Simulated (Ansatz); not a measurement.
Reference: Mg2Si (Fm-3m), HSE06, rigid bands (plane waves, PAW, scalar-relativistic; Ansatz, a first-principles code); geometry: cell and atoms relaxed with PBEsol.

```xyz
3
Lattice="0.0000 3.1624 3.1624 3.1624 0.0000 3.1624 3.1624 3.1624 0.0000" Properties=species:S:1:pos:R:3 pbc="T T T"
Mg     1.5812     1.5812     1.5812
Mg     4.7436     4.7436     4.7436
Si     0.0000     0.0000     0.0000
```

The band gap comes out as 0.56 eV, the electron conductivity mass comes out as 0.27 mₑ and the Seebeck coefficient, n-type 1e19 cm⁻³ is -234 μV/K.

### Question
Replace Si by Ge on the same sites and relax. What happens?

### Answer
Mg2Ge (Fm-3m): volume per atom 21.1 to 21.5 Å³; band gap falls (0.56 eV to 0.51 eV); electron conductivity mass stays about the same (0.27 mₑ to 0.26 mₑ); Seebeck coefficient, n-type 1e19 cm⁻³ stays about the same (-234 μV/K to -226 μV/K).

Moves up to 5 % count as about the same. Masses are for dilute carriers at 300 K, harmonic means over directions unless an axis is named. Seebeck coefficients are for the stated density at 300 K, with one relaxation time for all states and whether or not that doping can be reached. Spin-orbit coupling is left out.
